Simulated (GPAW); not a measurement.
A self-consistent single point of Y₃Mg (P1, 4 atoms in the cell) with GPAW.

Method of the run: PBEsol, GPAW PAW datasets PBEsol (made by gpaw-setup) (plane waves; GPAW).

The change in words: lattice scaled by 0.98. Reference geometry:
```yaml
crystal:
  lattice:
    - [3.53643, 0.00000, 0.00000]
    - [-1.76822, 3.06264, 0.00000]
    - [0.00000, 0.00000, 11.47128]
  atoms:
    - { symbol: Y, position: [0.00128, 0.00044, 0.49829] }
    - { symbol: Y, position: [0.33598, 0.66296, 0.24771] }
    - { symbol: Y, position: [0.33299, 0.67469, 0.75181] }
    - { symbol: Mg, position: [0.99642, 0.99524, 0.00218] }
```

Reference input (self-consistent single point, DFT PBEsol, plane waves, GPAW PAW datasets PBEsol (made by gpaw-setup)): mode = pw; ecut = 850 eV; xc = PBEsol; kpts = 6 6 2; mesh shift (steps) = 0 0 0; occupations.name = fermi-dirac; occupations.width = 0.1 eV; nbands = -8; convergence.density = 1e-05 e/electron; convergence.energy = 1e-05 eV/electron; symmetry.symmorphic = false; symmetry.tolerance = 0.0005. This run's input differs from it in these lines:

```diff
@@ -5,5 +5,5 @@
 atoms = Atoms(['Y', 'Y', 'Y', 'Mg'],
-              cell=[[3.536430, 0.000000, 0.000000],
-                    [-1.768215, 3.062638, 0.000000],
-                    [0.000000, 0.000000, 11.471280]],
+              cell=[[3.465701, 0.000000, 0.000000],
+                    [-1.732851, 3.001385, 0.000000],
+                    [0.000000, 0.000000, 11.241854]],
               scaled_positions=[[0.001276, 0.000442, 0.498294],
```

The program printed (abridged):

```
     iter     time        total  log10-change:
                         energy   eigst   dens
iter:   1 --:--:--   -17.391542
iter:   2 --:--:--   -17.102738   -0.86  -1.36
iter:   3 --:--:--   -17.062412   -1.69  -1.52
iter:   4 --:--:--   -16.927367   -1.70  -1.56
iter:   5 --:--:--   -16.914773   -2.16  -1.74
iter:   6 --:--:--   -16.893942   -2.30  -1.82
iter:   7 --:--:--   -16.907717   -2.52  -2.14
iter:   8 --:--:--   -16.905894   -3.31  -2.41
iter:   9 --:--:--   -16.896706   -3.35  -2.46
iter:  10 --:--:--   -16.896402   -3.33  -2.66
iter:  11 --:--:--   -16.896356c  -4.41  -3.10
iter:  12 --:--:--   -16.896249c  -5.48  -3.20
iter:  13 --:--:--   -16.896155c  -5.17  -3.26
iter:  14 --:--:--   -16.896142c  -6.06  -3.84
iter:  15 --:--:--   -16.896142c  -6.81  -3.86
iter:  16 --:--:--   -16.896140c  -6.75  -3.93
iter:  17 --:--:--   -16.896149c  -7.49c -4.00
iter:  18 --:--:--   -16.896152c  -7.49c -4.04
iter:  19 --:--:--   -16.896166c  -6.33  -4.09
iter:  20 --:--:--   -16.896164c  -7.44c -4.39
iter:  21 --:--:--   -16.896158c  -8.01c -4.52
iter:  22 --:--:--   -16.896157c  -8.09c -4.72
iter:  23 --:--:--   -16.896155c  -7.92c -4.87
iter:  24 --:--:--   -16.896155c  -8.38c -5.01c
Converged after 24 iterations.

Dipole moment: (-6.057066, 3.665701, -0.946737) |e|*Ang

Energy contributions relative to reference atoms: (reference = -281550.001499)

Kinetic:         +1.819297
Potential:       +2.969454
External:        +0.000000
XC:             -20.997479
Entropy (-ST):   -0.178101
Local:           -0.598376
SIC:             +0.000000
--------------------------
Free energy:    -16.985206
Extrapolated:   -16.896155

Showing only first 2 kpts
 Kpt  Band  Eigenvalues  Occupancy
  0    19      4.12968    2.00000
  0    20      6.16562    0.45936
  0    21      6.89184    0.00042
  0    22      7.46306    0.00000

  1    19      3.69343    2.00000
  1    20      5.99148    1.25956
  1    21      6.87812    0.00048
  1    22      7.54795    0.00000

Fermi level: 6.04461

No gap
No difference between direct/indirect transitions
Energy (eV): -16.896155

Forces in eV/Ang:
  0 Y    -0.00441    0.00423    0.07315
  1 Y    -0.01320    0.00454   -0.05407
  2 Y     0.01349   -0.02358    0.06346
  3 Mg    0.00412    0.01481   -0.08250

Stress tensor:
    -0.005202    -0.000032    -0.000262
    -0.000032    -0.004409     0.000344
    -0.000262     0.000344     0.000194
Stress (GPa, Voigt): [-0.8335 -0.7064  0.0311  0.0552 -0.0419 -0.0052]
```

The run converged in 24 iterations. GPAW prints stress with tension positive. Against the reference run the free energy drops by 7.4 meV/atom, the pressure goes from -1.71 to 0.50 GPa and the largest force goes from 0.070 to 0.084 eV/Å.

The starting cell comes from a database of computed structures (which also holds hypothetical and non-ambient phases and stackings), without a prior relaxation at this level. Its atoms were displaced at random from the sites of space group no. 187. For this run, on top of that: lattice scaled by 0.98.

Cost on one core of a shared machine: roughly 4 min.
